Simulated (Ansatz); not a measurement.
Bond-angle distributions (per cent of the angles at each element, bins of 10°) of a relaxed model of amorphous Zn12Sb12S36 at 4.02 g/cm³. Computed with PBE-D3(BJ), scalar-relativistic without spin-orbit coupling (plane waves to 420 eV, PAW; Ansatz, a program for electronic structure).

A CHGNet melt-quench gave the starting glass, which DFT then relaxed. The hot cell started wider than the set density and was brought back towards it in steps. It is the lowest in DFT energy of 3 quenches. It is a model cell: composition and starting density were chosen by hand, and all elements were melted together. The geometry includes D3(BJ) dispersion. Its density started from a set value of 3.47 and ended at 4.02 g/cm³. The simulated quench (nominally 79 K/ps over its main leg) is rapid and tends to freeze in more defects than a deposited or slowly cooled glass has. Values belong to this one cell and scatter from quench to quench. Volume and shape were free in the relaxation.

Neighbours within Zn-Zn 2.93 Å, Zn-Sb 3.13 Å, Zn-S 2.70 Å, Sb-Sb 3.34 Å, Sb-S 2.88 Å, S-S 2.39 Å count as bonded.

```json
[
 {"angle (°)": "50-60", "at Zn": "0", "at Sb": "0", "at S": "0"},
 {"angle (°)": "60-70", "at Zn": "0", "at Sb": "0", "at S": "0"},
 {"angle (°)": "70-80", "at Zn": "0", "at Sb": "11", "at S": "3"},
 {"angle (°)": "80-90", "at Zn": "11", "at Sb": "35", "at S": "20"},
 {"angle (°)": "90-100", "at Zn": "30", "at Sb": "24", "at S": "21"},
 {"angle (°)": "100-110", "at Zn": "17", "at Sb": "13", "at S": "23"},
 {"angle (°)": "110-120", "at Zn": "17", "at Sb": "4", "at S": "21"},
 {"angle (°)": "120-130", "at Zn": "16", "at Sb": "2", "at S": "7"},
 {"angle (°)": "130-140", "at Zn": "4", "at Sb": "2", "at S": "1"},
 {"angle (°)": "140-150", "at Zn": "4", "at Sb": "0", "at S": "4"},
 {"angle (°)": "150-160", "at Zn": "0", "at Sb": "2", "at S": "1"},
 {"angle (°)": "160-170", "at Zn": "0", "at Sb": "7", "at S": "0"},
 {"angle (°)": "170-180", "at Zn": "1", "at Sb": "0", "at S": "0"}
]
```

They go with these counts of neighbours within the cut-offs, cation contacts included: Zn mean 4.1, most often 4; Sb mean 3.5, most often 4; S mean 2.8, most often 3.
